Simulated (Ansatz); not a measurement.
## A computed series for CuAu: response to strain

Consider CuAu (space group P4/mmm, No. 123; a = 2.813 Å, c = 3.593 Å; relaxed with 0.1 eV smearing). Axes: x, y, z lie along a, b, c of the conventional cell.

Strains are applied to the cell and any free atomic positions relax.

All numbers come from PBEsol in Ansatz (plane waves to 420 eV, PAW, no SOC).

Notes on the quantities. energy relative to the base: free energy F.

```json
[
 {"change": "base", "energy relative to the base": "0 meV/atom", "shortest interatomic distance": "2.680 Å"},
 {"change": "uniaxial strain ε_xx = −2.50 %", "energy relative to the base": "+6.5 meV/atom", "shortest interatomic distance": "2.662 Å"},
 {"change": "uniaxial strain ε_xx = −2.00 %", "energy relative to the base": "+4.1 meV/atom", "shortest interatomic distance": "2.666 Å"},
 {"change": "uniaxial strain ε_xx = −1.50 %", "energy relative to the base": "+2.3 meV/atom", "shortest interatomic distance": "2.669 Å"},
 {"change": "uniaxial strain ε_xx = −1.00 %", "energy relative to the base": "+1.0 meV/atom", "shortest interatomic distance": "2.673 Å"},
 {"change": "uniaxial strain ε_xx = −0.50 %", "energy relative to the base": "+0.2 meV/atom", "shortest interatomic distance": "2.677 Å"},
 {"change": "uniaxial strain ε_xx = +0.50 %", "energy relative to the base": "+0.2 meV/atom", "shortest interatomic distance": "2.684 Å"},
 {"change": "uniaxial strain ε_xx = +1.00 %", "energy relative to the base": "+0.9 meV/atom", "shortest interatomic distance": "2.688 Å"},
 {"change": "uniaxial strain ε_xx = +1.50 %", "energy relative to the base": "+2.0 meV/atom", "shortest interatomic distance": "2.691 Å"},
 {"change": "uniaxial strain ε_xx = +2.00 %", "energy relative to the base": "+3.4 meV/atom", "shortest interatomic distance": "2.695 Å"}
]
```

Stability against distortions was not tested. All final runs are without spin polarisation.

Ansatz is a first-principles code.
